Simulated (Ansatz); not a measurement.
Consider the energy of the reaction as written. Reaction: 1/4 cell B + 3/8 N2 (gas) → cell A. The sign is products less reactants.

Cell A: a slab of Mo (bcc, Im-3m) cut along (110), 9 atoms, oblique cell of 3.16 × 2.74 Å (7.1 Å²), symmetry Cm within 0.02 Å, 16.7 Å thick under 16 Å of vacuum, in-plane vectors held at the crystal's; planes from bottom to top: Mo × 8 | N, its two faces unlike (dipole correction applied); added, foreign or displaced atoms, above the top plane: N bound to 3 Mo at 1.95–2.00 Å; spin state with PBE: run without spin, k-point mesh 18×21×1.
```yaml
crystal:
  lattice:
    - [3.16109, 0.00000, 0.00000]
    - [1.58054, 2.23523, 0.00000]
    - [0.00000, 0.00000, 33.14367]
  atoms:
    - { symbol: Mo, position: [0.49197, 0.01610, 0.24479] }
    - { symbol: Mo, position: [0.99203, 0.01597, 0.30909] }
    - { symbol: Mo, position: [0.49210, 0.01584, 0.37692] }
    - { symbol: Mo, position: [0.99200, 0.01598, 0.44442] }
    - { symbol: Mo, position: [0.49207, 0.01586, 0.51194] }
    - { symbol: Mo, position: [0.99208, 0.01586, 0.57903] }
    - { symbol: Mo, position: [0.49543, 0.00918, 0.64659] }
    - { symbol: Mo, position: [0.02129, 0.95740, 0.71731] }
    - { symbol: N, position: [0.40603, 0.18781, 0.74787] }
```

Cell B: a slab of Mo (bcc, Im-3m) cut along (110), 33 atoms, oblique cell of 6.32 × 5.48 Å (28.3 Å²), symmetry Cm within 0.02 Å, 16.6 Å thick under 17 Å of vacuum, in-plane vectors held at the crystal's; planes from bottom to top: Mo4 × 8 | N, its two faces unlike (dipole correction applied); added, foreign or displaced atoms, above the top plane: N bound to 3 Mo at 1.95–2.14 Å; spin state with PBE: run without spin, k-point mesh 7×8×1.
```
Mo32N
1.0
    6.32217     0.00000     0.00000
    3.16109     4.47045     0.00000
    0.00000     0.00000    33.14367
Mo N
32 1
Direct
  0.74677   0.50647   0.24441
  0.24670   0.50659   0.24440
  0.74669   0.00662   0.24413
  0.24658   0.00684   0.24410
  0.99668   0.00657   0.30869
  0.49672   0.00664   0.30869
  0.99675   0.50648   0.30847
  0.49659   0.50683   0.30844
  0.74669   0.50661   0.37655
  0.24672   0.50657   0.37656
  0.74661   0.00677   0.37619
  0.24669   0.00657   0.37629
  0.99671   0.00663   0.44408
  0.49669   0.00662   0.44408
  0.99619   0.50762   0.44367
  0.49700   0.50596   0.44372
  0.74690   0.50641   0.51163
  0.24669   0.50643   0.51160
  0.74673   0.00654   0.51143
  0.24649   0.00703   0.51089
  0.99591   0.00614   0.57907
  0.49802   0.00611   0.57907
  0.99829   0.50343   0.57851
  0.49514   0.50978   0.57853
  0.74627   0.50668   0.64745
  0.24700   0.50688   0.64746
  0.74470   0.01068   0.64486
  0.24661   0.00673   0.64632
  0.99859   0.00434   0.71384
  0.49767   0.00366   0.71383
  0.98370   0.53205   0.71026
  0.50381   0.49192   0.71282
  0.29821   0.90379   0.74584
```

Reference: an isolated N2 molecule (singlet) in a box of 11 × 11 × 13 Å.

All numbers come from Ansatz (a program for electronic structure), plane waves with PAW, its default PAW set, cutoff 420 eV, 500 eV for r2SCAN. The structures are at rest with PBE, within the held lattices; other levels are single points on them. Neutral cells; Fermi-Dirac smearing of at most 0.10 eV in the solids, energies taken to zero width. The lattices are those relaxed with PBE, so at other levels the solids can be strained, which adds to the spread. Larger cells are relaxed from a start prepared with the learned potential CHGNet, on a coarser mesh till forces fall under 0.03 eV/Å, which some starts already meet. A dispersion term (D3(BJ), or D4 for r2SCAN) was computed beside these levels and is taken off wherever the name lacks it. The PAW files were made for PBE and serve at the other functionals too. Space groups of crystals are read within 0.01 Å. No zero-point or thermal terms. No structure search was made; lower ones may exist. The d electrons get no Hubbard U. No correction for cell size. The cells' k-point meshes differ in density, so the last digit is unsettled. Cell A has symmetry Cm within 0.02 Å and got no random move, so less symmetric positions, which may lie lower, weren't tried. Cell B has symmetry Cm within 0.02 Å and got no random move, so less symmetric positions, which may lie lower, weren't tried.

Task: Give the value at the level r2SCAN.

Result: -0.32 eV, for 1/4 cell B + 3/8 N2 (gas) → cell A.

Task: What do the other levels give, and how wide is the spread?

Result: 
| Method | value (eV) | less r2SCAN |
|---|---|---|
| PBE | -0.21 | 0.11 |

The levels shown span 0.11 eV, from r2SCAN (-0.32) to PBE (-0.21).
